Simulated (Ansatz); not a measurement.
Work function of Al(111) slab by several functionals

All runs by Ansatz (plane waves, PAW, no spin-orbit coupling): 7 layers on the in-plane lattice of PBE, ions relaxed at each level.

```json
[
 {"level": "LDA", "work function (eV)": "4.18", "rough cost against PBE (one kind of shared host)": "within a factor of 2"},
 {"level": "PBE", "work function (eV)": "…", "rough cost against PBE (one kind of shared host)": "1"},
 {"level": "PBEsol", "work function (eV)": "4.07", "rough cost against PBE (one kind of shared host)": "within a factor of 2"},
 {"level": "r2SCAN", "work function (eV)": "4.07", "rough cost against PBE (one kind of shared host)": "about 2 times"}
]
```

### Question
Complete the blanks.

### Answer

- PBE, work function (eV): 4.03

### Question
Which level lies nearest to measurement, and on which side does PBE miss?

### Answer
Measured (this face): 4.32 eV (measured; Richard Tran, Xiang-Guo Li, Joseph H. Montoya et al., Surface Science (2019), arXiv:1902.07811). Misses: LDA -0.14, PBE -0.29, PBEsol -0.25, r2SCAN -0.25 eV. Nearest is LDA, though measured values of one face scatter by 0.1 eV or more.

Ansatz is a quantum-chemistry and plane-wave program.
